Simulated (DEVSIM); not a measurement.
System: Schottky contact on n-type GaN, at 350 K.

```tsv
layer (left to right)	material	thickness (μm)	Nd (cm⁻³)	τn (s)	τp (s)
1	GaN	0.950	9.6e15	5.8e-10	5.8e-10
2	GaN	1.30	6.1e17	5.8e-10	5.8e-10
```

Left contact: Schottky, work function 5.23 eV, emission velocity 3.5e6 cm/s. Right contact: ohmic. Voltage is applied to the left contact. Recombination: SRH at mid-gap, radiative, Auger. Mobility is constant in doping.

The device is made up for the run: typed textbook-type constants, with dimensions and the other settings drawn at random. Values at 300 K; Nc and Nv go as T^1.5, mobilities as T to minus their exponent, the gap by Varshni's rule with the affinity fixed.

```csv
parameter,GaN
gap (eV),3.43
affinity (eV),4.1
permittivity,9.5
Nc (cm⁻³),2.3e18
Nv (cm⁻³),4.6e19
μn (cm²/Vs),1200
μp (cm²/Vs),100
T exponent of μn,1.5
T exponent of μp,2
B (cm³/s),1e-11
Cn (cm⁶/s),1e-30
Cp (cm⁶/s),1e-30
Varshni α (eV/K),0.00091
Varshni β (K),830
```

DEVSIM, 1D drift-diffusion, Boltzmann statistics, complete ionisation; no tunnelling, impact ionisation, image-force lowering or self-heating. Metal contacts follow the ideal Schottky-Mott rule: no Fermi-level pinning, no interface dipoles.

The temperature was swept, all else fixed.

| temperature (K) | dark forward voltage at 1 A/cm² (V) | dark forward voltage at 100 A/cm² (V) | potential step across the device at zero bias (V) |
|---|---|---|---|
| 250 | 0.835 | 0.940 | 1.107 |
| 300 | ? | ? | 1.096 |
| 350 | 0.703 | 0.850 | 1.083 |
| 400 | 0.635 | 0.805 | 1.069 |
| 450 | 0.567 | 0.760 | 1.055 |
| 500 | 0.499 | 0.713 | 1.040 |

Task: What belongs in the gaps?

Result: 
- 300, dark forward voltage at 1 A/cm² (V): 0.769
- 300, dark forward voltage at 100 A/cm² (V): 0.896
